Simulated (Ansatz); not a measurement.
The parent structure is MgI₂ in the CdI2 type structure (space group P-3m1, No. 164; a = 4.0597 Å, c = 6.5802 Å; layered, stacked along the Cartesian z axis).

Now apply this change: every lattice vector is stretched by 1.00 %; the atoms relax in the strained cell.

Computed with PBEsol-D3(BJ) in Ansatz (plane waves to 420 eV, PAW, spin-orbit coupling left out).

Base, band edges from the VBM (valence, conduction): K -1.70, 3.53; H -0.67, 4.88; M -0.57, 3.52; L -0.99, 3.41; A -0.32, 4.73; Γ 0.00, 3.69 eV.

Question: Give the band edges at the high-symmetry points of the new zone, measured from its valence-band maximum.

Answer: 
```
point  valence edge (eV)  conduction edge (eV)
-----  -----------------  --------------------
Γ                   0.00                  3.60
M                  -0.57                  3.51
K                  -1.57                  3.61
A                  -0.32                  4.68
L                  -0.93                  3.41
H                  -0.64                  4.84
```

The gap is 3.35 eV, indirect, Γ → L–M (40 % along).

Spin-orbit coupling, missing from the scalar runs, can matter with I. Whether these cells are dynamically stable was not tested.

Ansatz is a quantum-chemistry and plane-wave program.
